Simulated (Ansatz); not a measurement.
Seebeck coefficient (μV/K, mean over directions) of n-type MgS (Fm-3m) against carrier density, HSE06, rigid bands (Ansatz, a quantum-chemistry and plane-wave program). Computed gap 3.83 eV; densities at which minority carriers matter at this gap, or further valleys turn the trend, are left out. Conductivity mass 0.35 mₑ (harmonic mean over directions), N_c = 1.6e19 cm⁻³ at 300 K.

```tsv
electron density	300 K	500 K
1e16 cm⁻³	-849	___
1e17 cm⁻³	___	-717
1e18 cm⁻³	-452	-519
3e18 cm⁻³	-359	-425
1e19 cm⁻³	-258	-323
3e19 cm⁻³	-173	-233
1e20 cm⁻³	-96	-143
3e20 cm⁻³	___	-80
1e21 cm⁻³	-24	-40
```

What belongs in the gaps?


- 1e16 cm⁻³, 500 K: -916
- 1e17 cm⁻³, 300 K: -650
- 3e20 cm⁻³, 300 K: -50

Rigid bands with a gap fixed in temperature, one relaxation time for all states, no polarons or phonon drag, and whether or not such doping can be reached. Spin-orbit coupling is left out. Geometry: cell and atoms relaxed with PBEsol.
